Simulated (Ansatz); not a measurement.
The starting structures come from a database of crystals and need not be the phases stable at ambient conditions.

By PBEsol, the system below comes out a metal.

```
CELL_PARAMETERS angstrom
      3.14501     0.00000     0.00000
      0.00000     4.44771     0.00000
      0.00000     2.22386     2.22386
ATOMIC_POSITIONS crystal
  Sb 0.00000 0.00000 0.00000
```

The cell is strained (all lengths scaled by 1.02); by PBEsol it stands under a pressure of -4.3 GPa.

The current flows along the normal of the first two printed cell vectors, the (110) plane of the conventional cell. No spin-orbit coupling; the value is a mean over 0.1 eV about the Fermi level.

Q: Compute, with PBEsol (Ansatz, a program for electronic structure), the ballistic conductance per area.

A: 1.1 × 10¹⁵ S/m² for both spins.
